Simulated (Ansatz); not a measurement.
Structure of amorphous Al₃₂O₄₂ (periodic cell):

```xyz
74
Lattice="9.4976 0.0000 0.0000 0.0000 9.4976 0.0000 0.0000 0.0000 9.4976" Properties=species:S:1:pos:R:3 pbc="T T T"
Al     7.3357     7.7826     8.4016
Al     4.2735     1.8563     8.0127
Al     2.8901     4.9752     0.2736
Al     7.7282     1.0808     3.1308
Al     5.1376     2.9630     1.4992
Al     2.6313     2.8753     2.6100
Al     4.9112     5.4249     7.2593
Al     7.5978     4.0730     8.0892
Al     0.8982     7.6376     7.5317
Al     2.6150     7.9816     0.9235
Al     7.5257     3.6673     1.0973
Al     5.8491     8.6775     6.0856
Al     8.3437     1.1946     7.0900
Al     7.1583     3.8948     5.3798
Al     2.8709     7.9067     4.5550
Al     6.0869     5.8564     0.4375
Al     1.3858     2.0476     9.2863
Al     1.9499     0.9338     6.3671
Al     0.8622     6.7998     2.5408
Al     0.9136     0.6055     2.7242
Al     8.4545     7.9151     4.5705
Al     4.4280     5.3095     4.1332
Al     5.5454     0.1929     0.9527
Al     0.0962     2.8731     4.8699
Al     0.6520     5.7395     5.5226
Al     5.5779     8.0062     3.2399
Al     7.3316     5.5020     2.7933
Al     0.6053     4.4274     7.7455
Al     8.7349     0.0364     0.3059
Al     3.1585     3.6813     5.7784
Al     3.6845     8.4049     7.5750
Al     3.7887     0.9388     4.1148
O      8.9666     9.4453     3.9141
O      4.2279     8.5569     1.2364
O      4.9794     7.3455     7.0053
O      4.1070     6.9660     3.6138
O      6.2713     0.1263     2.6306
O      1.6567     3.8350     9.0564
O      7.8039     2.3992     4.3396
O      3.1859     1.8472     5.5006
O      9.1443     8.0847     8.7353
O      4.9223     1.6863     0.1661
O      2.3001     8.5903     6.2933
O      4.3565     5.6923     9.0103
O      1.1256     2.3582     3.5314
O      6.2061     6.7583     2.0654
O      2.4778     1.3963     8.0210
O      2.0654     6.2281     1.2786
O      9.3424     1.2741     8.6465
O      8.8581     0.9995     1.7457
O      8.8268     4.5859     4.9728
O      7.0015     9.1698     0.0702
O      4.2340     3.4688     7.3021
O      3.5487     3.8513     1.3967
O      1.3716     3.8705     6.0302
O      1.3921     5.9704     7.2847
O      3.8621     5.3856     5.8272
O      1.0836     8.4419     1.7793
O      4.7661     0.2928     7.3094
O      1.6013     6.6207     4.2021
O      9.3073     7.3255     6.0057
O      4.2429     1.9340     2.8078
O      6.1667     4.8152     4.1125
O      6.5777     4.9544     6.8137
O      3.2217     4.0215     3.9419
O      6.7075     7.8017     4.6931
O      4.6423     9.0640     4.7464
O      7.3763     2.6455     6.8752
O      1.9180     1.5797     1.3763
O      0.2957     1.4166     6.0497
O      8.7093     6.6848     3.1881
O      2.3688     8.0766     8.6851
O      7.3901     9.1616     6.9151
O      2.3450     9.4328     3.7508
```

All values below come from PBE, scalar-relativistic without spin-orbit coupling (plane waves to 420 eV, PAW; Ansatz, a program for electronic structure). The usual formal charges leave 12 electrons over, so the level spacing at the Fermi energy parts defect or band states and needn't be the band gap.

The cell was made by melting and quenching with the CHGNet potential and then relaxed with DFT. O atoms were pushed apart under 1.9 Å during the dynamics, to hinder bonds among them. The hot cell started wider than the set density and was brought back towards it in steps. It is the lowest in DFT energy of 2 quenches. It is a model cell: composition and starting density were chosen by hand, and all elements were melted together. No dispersion term was used. Its density started from a set value of 3.15 and ended at 2.98 g/cm³. The simulated quench (nominally 240 K/ps over its main leg) is rapid and tends to freeze in more defects than a deposited or slowly cooled glass has. Values belong to this one cell and scatter from quench to quench. The volume was free in the relaxation, at fixed shape. Stress components on the final sampling reach 3.3 GPa. Cycles of charging lowered its energy after that relaxation.

Bonds are counted up to Al-Al 2.66 Å, Al-O 2.24 Å, O-O 1.58 Å. Two cations that share two anions don't count as bonded, nor two that share one unless they lie closer than Al-Al 2.59 Å.

Question: Give the coordination numbers, mean bond lengths and angles.

Answer: 
| Item | Value |
|---|---|
| Mean coordination of Al by anions | 4.00 (1 with 0, 2 with 2, 4 with 3, 14 with 4, 10 with 5, 1 with 6); 8 close contacts or bonds to cations besides |
| Mean coordination of O | 3.05 (1 with 2, 38 with 3, 3 with 4) |
| Mean Al-O bond | 1.845 Å (spread 0.079 Å, 128 counted) |
| Mean Al-Al close contact | 2.530 Å (spread 0.018 Å, 4 counted) |
| Bond angle at Al | mean 107.3°, spread 21.6° |
| Bond angle at O | mean 116.4°, spread 17.6° |

Question: List the pairs of like atoms that count as bonded by the rules above.

Answer: Al5-Al11 (2.52 Å), Al8-Al11 (2.54 Å), Al8-Al28 (2.55 Å), Al11-Al27 (2.51 Å).
